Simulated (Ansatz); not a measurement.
The parent structure is CdSe in the wurtzite structure (space group P6_3mc, No. 186).

```cif
data_Cd2Se2
_chemical_formula_sum 'Cd2 Se2'
_space_group_name_H-M_alt 'P 1'
_space_group_IT_number 1
_cell_length_a 4.38272
_cell_length_b 4.38272
_cell_length_c 7.15447
_cell_angle_alpha 90.000
_cell_angle_beta 90.000
_cell_angle_gamma 120.000
loop_
_space_group_symop_operation_xyz
  'x, y, z'
loop_
_atom_site_label
_atom_site_type_symbol
_atom_site_fract_x
_atom_site_fract_y
_atom_site_fract_z
_atom_site_occupancy
Cd1 Cd 0.66667 0.33333 0.00047 1
Cd2 Cd 0.33333 0.66667 0.50047 1
Se1 Se 0.66667 0.33333 0.62473 1
Se2 Se 0.33333 0.66667 0.12473 1
```

Levels (all Ansatz, a program for electronic structure, PAW): PBE (420 eV, no spin-orbit coupling); r2SCAN (500 eV, no spin-orbit coupling).

The geometry is relaxed with PBE.

- PBE band gap = 0.54 eV
- PBE pressure = 0.0 kbar
- PBE width of the top valence band = 1.56 eV

With r2SCAN at the same geometry, the band gap rises by 0.49 eV, from 0.54 eV to 1.03 eV; the electron mass comes out as 0.090 mₑ along c, 0.096 mₑ across (at Γ); the pressure goes from zero to -14.5 kbar; the width of the top valence band rises by 0.02 eV, from 1.56 eV to 1.58 eV.

Single points use the geometry relaxed with PBE. Their cutoffs differ, which shifts pressures a little. Masses are band curvatures over ±0.01 Å⁻¹ around the edge. Stability against distortions was not tested.
